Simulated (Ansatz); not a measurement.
```xyz
6
Lattice="3.1336 0.0000 0.0000 -1.5668 2.7138 0.0000 0.0000 0.0000 12.0387" Properties=species:S:1:pos:R:3 pbc="T T T"
W      1.5668     0.9046     9.0291
W      0.0000     1.8092     3.0097
Se     1.5668     0.9046     4.7138
Se     0.0000     1.8092    10.7331
Se     0.0000     1.8092     7.3250
Se     1.5668     0.9046     1.3056
```

No spin polarisation.

The values are results of DFT with PBEsol-D3(BJ), PAW potentials and a 420 eV plane-wave cutoff in Ansatz (a program for electronic structure), no spin-orbit coupling, not measurements. Γ-centred 12×12×3 mesh, Fermi–Dirac width 0.05 eV.

Problem. Predict the valence-band top at Γ, band gap, space group and hole mass.

Solution. The valence-band top at Γ (three highest levels, from the VBM) is 0.00, -0.56, -1.25 eV. The band gap comes out as 0.41 eV and the space group is P6_3/mmc (No. 194). The hole mass is 1.9 mₑ along c, 0.55 mₑ across (at Γ).

Spin-orbit coupling, missing from the scalar runs, can matter with W. The cells carry an imposed strain or load. Masses are band curvatures over ±0.01 Å⁻¹ around the edge. Whether these cells are dynamically stable was not tested. The cell was made from WSe$_{2}$ (space group P6_3/mmc, No. 194; layered, stacked along the Cartesian z axis) by this change: isotropic strain −3.00 %.
